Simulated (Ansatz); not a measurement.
ZnO (P4₂/mnm, No. 136, 8 atoms in the cell; start mp-1093993; a measured phase of this formula has another space group), treated with r²SCAN+rVV10 (Ansatz, a program for electronic structure, plane waves, PAW).

Settings: plane-wave cutoff 560 eV, 6×6×10 k mesh (along the axes of the cell as run), Fermi–Dirac smearing 0.01 eV, scalar-relativistic PAW data made under PBE.

Cell (relaxed at this level):

```xyz
8
Lattice="5.4868 0.0000 0.0000 0.0000 5.4868 0.0000 0.0000 0.0000 3.2484" Properties=species:S:1:pos:R:3 pbc="T T T"
Zn     0.9996     0.9996     1.6242
Zn     4.4872     4.4872     1.6242
Zn     1.7438     3.7430     0.0000
Zn     3.7430     1.7438     0.0000
O      4.4833     1.0035     1.6242
O      1.0035     4.4833     1.6242
O      1.7399     1.7399     0.0000
O      3.7469     3.7469     0.0000
```

### Question
Give the computed band gap.

### Answer

- band gap = 1.16 eV (direct)

Computed values are for the static lattice.

A start named mp-… is a Materials Project structure, which need not be a measured phase.
